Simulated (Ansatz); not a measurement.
Al: isotropic strain −0.50 %

Consider Al in the fcc (Cu type) structure (space group Fm-3m, No. 225; a = 4.015 Å; relaxed with 0.1 eV smearing).

Perturbation: an isotropic linear strain of −0.50 %; the atoms relax in the strained cell.

Computed with PBEsol in Ansatz (plane waves to 420 eV, PAW, without spin-orbit coupling). k-mesh 28×28×28 (Γ-centred); smearing 0.1 eV (Fermi–Dirac).

| quantity | base | changed | shift |
|---|---|---|---|
| volume per atom | 16.19 Å³ | 15.94 Å³ | -0.242 Å³ |
| energy relative to the base (free energy F) | 0 meV/atom | +0.9 meV/atom | +0.9 meV/atom |
| pressure | 0.0 GPa | 1.3 GPa | +1.3 GPa |
| band gap | zero | zero | – |

Cost of the whole job for the changed cell (relaxation, final SCF and bands): about 7 core-seconds (a rough figure).

No phonon test of stability was made.

Ansatz is a first-principles code.
